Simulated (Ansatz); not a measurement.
A self-consistent single point of TiSi2 (Cmcm, 6 atoms in the cell) with Ansatz (a quantum-chemistry and plane-wave program).

Method: PBE, PAW files (plane waves; Ansatz).

The change in words: lattice scaled by 0.98. Reference geometry:
```
CELL_PARAMETERS angstrom
      1.77570    -6.79984     0.00000
      1.77570     6.79984     0.00000
      0.00000     0.00000     3.58656
ATOMIC_POSITIONS crystal
  Ti 0.89688 0.10312 0.75000
  Ti 0.10312 0.89688 0.25000
  Si 0.55825 0.44175 0.75000
  Si 0.44175 0.55825 0.25000
  Si 0.24969 0.75031 0.75000
  Si 0.75031 0.24969 0.25000
```

Reference input (self-consistent single point, DFT, PBE, plane waves, PAW files): basis.ecutwfc = 420 eV; kpoints.mp_grid.grid = 7 7 7; hamiltonian.xc = pbe; hamiltonian.pseudopotentials = {kind: paw} (the program's default PAW files); scf.occupations.method = gaussian; scf.occupations.width = 0.2 eV. This run's input differs from it in these lines:

Ansatz 0.2 input:
```diff
@@ -3,12 +3,12 @@
   lattice:
-    - [1.77569600, -6.79983600, 0.00000000]
-    - [1.77569600, 6.79983600, 0.00000000]
-    - [0.00000000, 0.00000000, 3.58656100]
+    - [1.74018200, -6.66383900, 0.00000000]
+    - [1.74018200, 6.66383900, 0.00000000]
+    - [0.00000000, 0.00000000, 3.51483000]
   atoms:
-    - { symbol: Ti, position_ang: [1.77569600, -5.39743782, 2.68992075] }
-    - { symbol: Ti, position_ang: [1.77569600, 5.39743782, 0.89664025] }
-    - { symbol: Si, position_ang: [1.77569600, -0.79218089, 2.68992075] }
-    - { symbol: Si, position_ang: [1.77569600, 0.79218089, 0.89664025] }
-    - { symbol: Si, position_ang: [1.77569600, 3.40413390, 2.68992075] }
-    - { symbol: Si, position_ang: [1.77569600, -3.40413390, 0.89664025] }
+    - { symbol: Ti, position_ang: [1.74018200, -5.28948884, 2.63612250] }
+    - { symbol: Ti, position_ang: [1.74018200, 5.28948884, 0.87870750] }
+    - { symbol: Si, position_ang: [1.74018200, -0.77633724, 2.63612250] }
+    - { symbol: Si, position_ang: [1.74018200, 0.77633724, 0.87870750] }
+    - { symbol: Si, position_ang: [1.74018200, 3.33605108, 2.63612250] }
+    - { symbol: Si, position_ang: [1.74018200, -3.33605108, 0.87870750] }
 basis:
```

Output, abridged:

```
SCF iter   1: F=—  HF=-7546.465735 eV  |F-HF|=—  |Δ(HF+E_count)|=         —  Δρ=3.72e-2  dr2=2.54e0  ethr=3.10e-3  ⟨swp⟩=6.0  Hψ=7621  notcnv=0
all-band conjugate gradients solve this SCF's bands
preconditioner: auto → Kerker (q_TF=auto, 2.423 Å⁻¹)
SCF iter   2: F=—  HF=-7546.101456 eV  |F-HF|=—  |Δ(HF+E_count)|=   3.64e-1  Δρ=2.33e-2  dr2=9.89e-1  ethr=3.10e-3  ⟨swp⟩=1.5  Hψ=2218  notcnv=0  defer=4
   [... lines left out ...]
SCF iter   4: F=—  HF=-7545.863254 eV  |F-HF|=—  |Δ(HF+E_count)|=   2.38e-3  Δρ=1.09e-3  dr2=1.23e-3  ethr=3.37e-5  ⟨swp⟩=2.2  Hψ=2612  notcnv=0  defer=26
SCF iter   5: F=—  HF=-7545.863124 eV  |F-HF|=—  |Δ(HF+E_count)|=   1.31e-4  Δρ=2.46e-4  dr2=8.09e-5  ethr=3.08e-6  ⟨swp⟩=2.0  Hψ=2064  notcnv=0  defer=26
SCF iter   6: F=—  HF=-7545.863080 eV  |F-HF|=—  |Δ(HF+E_count)|=   4.38e-5  Δρ=4.70e-5  dr2=1.44e-6  ethr=2.02e-7  ⟨swp⟩=2.1  Hψ=2255  notcnv=0  defer=31
SCF iter   7: F=-7545.863079 eV  HF=-7545.863079 eV  |F-HF|=2.21e-8  |Δ(HF+E_count)|=   4.24e-7  Δρ=9.98e-6  dr2=4.43e-8  ethr=2.50e-10  ⟨swp⟩=8.6  Hψ=8070  notcnv=0
SCF 1 converged in 7 iterations: F = -7545.863079 eV  dr2 = 4.43e-8
Free energy (F): -7545.863079 eV
Internal energy: -7545.833803 eV  (E = F + TS)
E sigma→0 (E₀):  -7545.848441 eV
Entropy (-TS):   -0.029276 eV (-4.879 meV/atom)
Fermi energy:    13.572949 eV
--- Forces (eV/Å), atoms counted from 1 ---
  atom   1  Ti     0.00000000    -0.13652114     0.00000000
  atom   2  Ti     0.00000000     0.13652114     0.00000000
  atom   3  Si     0.00000000    -0.35412456     0.00000000
  atom   4  Si     0.00000000     0.35412456     0.00000000
  atom   5  Si     0.00000000     0.02430575     0.00000000
  atom   6  Si     0.00000000    -0.02430575     0.00000000
--- Stress (GPa, compression-positive) ---
        8.710392       0.000000       0.000000
        0.000000       7.315596       0.000000
        0.000000       0.000000       9.956641
  P = ⅓ Tr σ = 8.6609 GPa (86.609 kbar)
  The stress holds the Pulay correction. Without it, at fixed plane waves, as pw.x and ABINIT print it: P = 8.6285 GPa
```

The run converged in 7 iterations. Against the reference run the free energy goes up by 19.9 meV/atom, the pressure goes from -0.66 to 8.66 GPa and the largest force goes from 0.130 to 0.354 eV/Å.

The starting cell comes from a database of computed structures (which also holds hypothetical and non-ambient phases and stackings), without a prior relaxation at this level. Its lattice was rescaled by a random factor within 2.5 % of one. For this run, on top of that: lattice scaled by 0.98. Spin polarisation is off. With a pressure of about 9 GPa the cell is away from its equilibrium volume at this level. Ansatz's pressure includes its estimate of the finite-basis (Pulay) stress.
